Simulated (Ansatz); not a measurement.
The parent structure is TiB2 (space group P6/mmm, No. 191; a = 3.017 Å, c = 3.185 Å). Axes: x lies along a and z along c of the hexagonal cell.

Level of theory: PBEsol, PAW, 420 eV (Ansatz, a program for electronic structure; no spin-orbit coupling).

For the base:

- Pressure: 0.0 GPa
- Volume per atom: 8.37 Å³
- Band gap: zero

One thing is altered: compressive biaxial strain of 0.51 % in the plane normal to [001], as in epitaxy on a mismatched substrate; the out-of-plane cell vector and the atoms relax.

Problem. What does the calculation give for the pressure after the change?

Solution. The pressure (mean of the normal stresses, compression positive) goes from zero to 2.4 GPa.

Problem. Estimate the effect on the volume per atom.

Solution. The volume per atom falls by 0.06 Å³ (8.37 Å³ → 8.31 Å³).

Problem. How does this affect the band gap?

Solution. The band gap remains zero.

A case with no gap was solved on a k-mesh chosen for an insulator, which is coarse for it. Without a gap, meshes like the base's 13×13×10 leave anisotropic stresses uncertain by several tenths of a GPa, and small strain energies with them. No phonon test of stability was made. The final runs are not spin-polarised.
